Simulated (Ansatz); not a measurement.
Results of r²SCAN-D4 (plane waves, PAW; Ansatz, a first-principles code) for LaSi (Pnma, No. 62).

Numerical settings: plane-wave cutoff 500 eV, 6×10×8 k mesh (along the axes of the cell as run), Fermi–Dirac smearing 0.05 eV, scalar-relativistic PAW data made under PBE.

Computed at the level's own relaxed cell.

Give the computed volume per atom.


- volume per atom = 25.62 Å³/atom

The run finds no gap.

Spin–orbit coupling is not included.

Static lattice: no zero-point or thermal effects.
